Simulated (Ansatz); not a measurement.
# One base run on Sc (P-1, 1 atom in the cell) and variants with one or two settings moved

```
Sc
1.0
    3.14753     0.00000     0.00000
    1.47657     2.79579     0.00000
    1.52266     0.91070     2.62872
Sc
1
Direct
  0.00000   0.00000   0.00000
```

Base run A: PBEsol, default PAW files made with PBE (Ansatz, a first-principles code), self-consistent single point.

Its settings: basis.ecutwfc = 420 eV; kpoints.mp_grid.grid = 12 12 12; hamiltonian.xc = pbesol; hamiltonian.pseudopotentials = {kind: paw} (the program's default PAW files); scf.occupations.method = methfessel_paxton; scf.occupations.width = 0.05 eV.

The starting cell comes from a database of computed structures (which also holds hypothetical and non-ambient phases and stackings), without a prior relaxation at this level. Its lattice was rescaled by a random factor within 2.5 % of one. Ansatz's pressure includes its estimate of the finite-basis (Pulay) stress.

ΔF is the free energy per atom less that of run A. A dash stands where there is no value to compare (another energy zero or no entropy term, no result, no spin, no clean gap, or a mesh too coarse for one). Total energies depend on the potentials, the functional and any Hubbard or dispersion term, so they are compared only between runs that share all of them.

Runs:
- B: hamiltonian.xc: pbesol → blyp [BLYP]
- C: kpoints.mp_grid.grid: 12 12 12 → 30 30 30
- D: kpoints.mp_grid.grid: 12 12 12 → 10 10 10; kpoints.mp_grid.shift: default → 0.5 0.5 0.5
- E: scf.occupations.method: methfessel_paxton → gaussian; scf.occupations.width: 0.05 eV → 0.2 eV
- F: crystal.symmetry.detect: default → false
- G: scf.mixing.algorithm: default (the program chose MSR1) → anderson; scf.mixing.beta: default → 0.1
- H: scf.mixing.preconditioner: default (the program chose none) → none
- I: scf.mixing.algorithm: default (the program chose MSR1) → msr1; scf.mixing.ndim: default → 4

| run | ΔF (meV/atom) | pressure (GPa) | k-points |
|---|---|---|---|
| A | 0.00 | 1.20 | 868 |
| B | – | 4.26 | 868 |
| C | 0.01 | 1.07 | 13504 |
| D | -1.31 | 1.06 | 500 |
| E | -18.1 | 1.28 | 868 |
| F | 0.00 | 1.20 | 868 |
| G | 0.00 | 1.20 | 868 |
| H | 0.00 | 1.20 | 868 |
| I | 0.00 | 1.20 | 868 |

Run E against A: The free energy falls by 18.1 meV/atom and the pressure hardly changes (1.20 to 1.28 GPa).

Run D against A: The free energy drops by 1.3 meV/atom and the pressure goes from 1.20 to 1.06 GPa.

Keys are those of Ansatz 0.2.
